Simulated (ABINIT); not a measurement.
## A self-consistent single point of K2S (Fm-3m, 3 atoms in the cell) with ABINIT

Level of theory: PBE, PAW (JTH v2.0 PBE PAW) (plane waves; ABINIT).

This input was run:

```
# K2S, JTH v2.0 PBE PAW
pp_dirpath "./"
pseudos "K.GGA_PBE-JTH.xml, S.GGA_PBE-JTH.xml"
acell 3*1.0
rprim
        -0.0000000000    7.1781265741    7.1781265741
         7.1781265741   -0.0000000000    7.1781265741
         7.1781265741    7.1781265741    0.0000000000
natom 3
ntypat 2
znucl 19 16
typat 1 1 2
xcart
        10.7671898612   10.7671898612   10.7671898612
         3.5890632871    3.5890632871    3.5890632871
         0.0000000000    0.0000000000    0.0000000000
ecut 21 Ha
pawecutdg 42 Ha
pawxcdev 0
occopt 3
tsmear 0.00036749
nband 17
kptopt 1
ngkpt 5 5 5
nshiftk 1
shiftk 0 0 0
nstep 100
tolvrs 1.0e-10
prtwf 0
prtden 0
enunit 2
```

The program printed (abridged):

```
 Symmetries : space group Fm -3 m (#225); Bravais cF (face-center cubic)

 -outvars: echo values of preprocessed input variables --------
            acell      1.0000000000E+00  1.0000000000E+00  1.0000000000E+00 Bohr
             ecut      2.10000000E+01 Hartree
           enunit           2
              ixc     -101130
         kptrlatt        5    0    0      0    5    0      0    0    5
          kptrlen      5.07570198E+01
            natom           3
            nband          17
            ngfft          45      45      45
          ngfftdg          60      60      60
             nkpt          10
            nstep         100
             nsym          48
           ntypat           2
           occopt           3
        pawecutdg      4.20000000E+01 Hartree
         pawxcdev           0
            rprim     -0.0000000000E+00  7.1781265741E+00  7.1781265741E+00
                       7.1781265741E+00 -0.0000000000E+00  7.1781265741E+00
                       7.1781265741E+00  7.1781265741E+00  0.0000000000E+00
          spgroup         225
           tolvrs      1.00000000E-10
           tsmear      3.67490000E-04 Hartree
            typat      1  1  2
           useylm           1
             xred      7.5000000000E-01  7.5000000000E-01  7.5000000000E-01
                       2.5000000000E-01  2.5000000000E-01  2.5000000000E-01
                       0.0000000000E+00  0.0000000000E+00  0.0000000000E+00
            znucl       19.00000   16.00000

== DATASET  1 ==================================================================

 Real(R)+Recip(G) space primitive vectors, cartesian coordinates (Bohr,Bohr^-1):
 R(1)=  0.0000000  7.1781266  7.1781266  G(1)= -0.0696561  0.0696561  0.0696561
 R(2)=  7.1781266  0.0000000  7.1781266  G(2)=  0.0696561 -0.0696561  0.0696561
 R(3)=  7.1781266  7.1781266  0.0000000  G(3)=  0.0696561  0.0696561 -0.0696561
 Unit cell volume ucvol=  7.3971314E+02 bohr^3
 Angles (23,13,12)=  6.00000000E+01  6.00000000E+01  6.00000000E+01 degrees

 Coarse grid specifications (used for wave-functions):

 getcut: wavevector=  0.0000  0.0000  0.0000  ngfft=  45  45  45
         ecut(hartree)=     21.000   => boxcut(ratio)=   2.10112

 Fine grid specifications (used for densities):

 getcut: wavevector=  0.0000  0.0000  0.0000  ngfft=  60  60  60
         ecut(hartree)=     42.000   => boxcut(ratio)=   2.02598

   6.91380166E+02                                ecore*ucvol(ha*bohr**3)

_setup2: Arith. and geom. avg. npw (full set) are    3400.760    3400.744

--- !BeginCycle
solver: {iscf: 17, nstep: 100, nline: 4, wfoptalg: 10, }
tolerances: {tolvrs: 1.00E-10, }
...

     iter   Etot(hartree)      deltaE(h)  residm     nres2
 ETOT  1  -67.377547746413    -6.738E+01 1.156E-01 1.211E+01
 ETOT  2  -67.487326307816    -1.098E-01 4.967E-03 4.068E+00
 ETOT  3  -67.481569077226     5.757E-03 1.173E-03 1.277E+00
 ETOT  4  -67.479653152224     1.916E-03 8.150E-04 1.021E-01
 ETOT  5  -67.480072691236    -4.195E-04 1.749E-04 1.077E-02
 ETOT  6  -67.480332850435    -2.602E-04 3.063E-04 2.515E-03
   [... 4 lines left out ...]
 ETOT 11  -67.480461061296    -8.867E-09 1.441E-04 2.172E-07
 ETOT 12  -67.480461061740    -4.442E-10 1.527E-04 9.556E-09
 ETOT 13  -67.480461061817    -7.691E-11 5.621E-05 2.324E-10
 ETOT 14  -67.480461061828    -1.125E-11 5.424E-05 2.996E-10
 ETOT 15  -67.480461061827     3.837E-13 1.887E-05 9.778E-12

 At SCF step   15       nres2   =  9.78E-12 < tolvrs=  1.00E-10 =>converged.

 Cartesian components of stress tensor (hartree/bohr^3)
  sigma(1 1)=  2.84841458E-05  sigma(3 2)=  0.00000000E+00
  sigma(2 2)=  2.84841458E-05  sigma(3 1)=  0.00000000E+00
  sigma(3 3)=  2.84841458E-05  sigma(2 1)=  0.00000000E+00

 ----iterations are completed or convergence reached----

 reduced coordinates (array xred) for    3 atoms
       0.750000000000      0.750000000000      0.750000000000
       0.250000000000      0.250000000000      0.250000000000
       0.000000000000      0.000000000000      0.000000000000
 cartesian forces (eV/Angstrom) at end:
    1      0.00000000000000    -0.00000000000000    -0.00000000000000
    2      0.00000000000000    -0.00000000000000     0.00000000000000
    3     -0.00000000000000     0.00000000000000     0.00000000000000
 frms,max,avg= 6.5855591E-30 1.1930260E-29   0.000E+00  0.000E+00  0.000E+00 e/A
 length scales=  1.000000000000  1.000000000000  1.000000000000 bohr
              =  0.529177208590  0.529177208590  0.529177208590 angstroms
 Fermi (or HOMO) energy (hartree) =   0.06819   Average Vxc (hartree)=  -0.26017
 Eigenvalues (hartree) for nkpt=  10  k points:
 kpt#   1, nband= 17, wtk=  0.00800, kpt=  0.0000  0.0000  0.0000 (reduced coord)
  -1.03748   -1.03526   -0.43372   -0.43372   -0.43372   -0.42669   -0.42669   -0.42669
  -0.30940    0.03701    0.03701    0.03701    0.12221    0.24156    0.24156    0.30641
   0.30641
      occupation numbers for kpt#   1
   2.00000    2.00000    2.00000    2.00000    2.00000    2.00000    2.00000    2.00000
   2.00000    2.00000    2.00000    2.00000    0.00000    0.00000    0.00000    0.00000
   0.00000
 prteigrs : prtvol=0 or 1, do not print more k-points.

 Fermi (or HOMO) energy (eV) =   1.85554   Average Vxc (eV)=  -7.07957
 Eigenvalues (   eV  ) for nkpt=  10  k points:
 kpt#   1, nband= 17, wtk=  0.00800, kpt=  0.0000  0.0000  0.0000 (reduced coord)
 -28.23122  -28.17089  -11.80223  -11.80223  -11.80223  -11.61087  -11.61087  -11.61087
  -8.41909    1.00698    1.00698    1.00698    3.32549    6.57319    6.57319    8.33787
   8.33787
 prteigrs : prtvol=0 or 1, do not print more k-points.

--- !EnergyTerms
comment             : Components of total free energy in Hartree
kinetic             :  2.10836042071681E+01
hartree             :  1.79995196847063E+01
xc                  : -1.16923895308942E+01
Ewald energy        : -4.37982520426489E+01
psp_core            :  9.34659844391640E-01
local_psp           : -6.21431308599973E+01
spherical_terms     :  1.01355262349303E+01
internal            : -6.74804624623442E+01
'-kT*entropy'       :  3.76314544942327E-16
total_energy        : -6.74804624623442E+01
total_energy_eV     : -1.83623676711317E+03
...

-Cartesian components of stress tensor (GPa)         [Pressure= -8.3803E-01 GPa]
- sigma(1 1)=  8.38032362E-01  sigma(3 2)=  0.00000000E+00
- sigma(2 2)=  8.38032362E-01  sigma(3 1)=  0.00000000E+00
- sigma(3 3)=  8.38032362E-01  sigma(2 1)=  0.00000000E+00

 Calculation completed.
```

The run converged in 15 iterations.

The starting cell comes from a database of computed structures (which also holds hypothetical and non-ambient phases and stackings), without a prior relaxation at this level. Its lattice was rescaled by a random factor within 2.5 % of one.

Cost on one core of a shared machine: roughly 30 s.
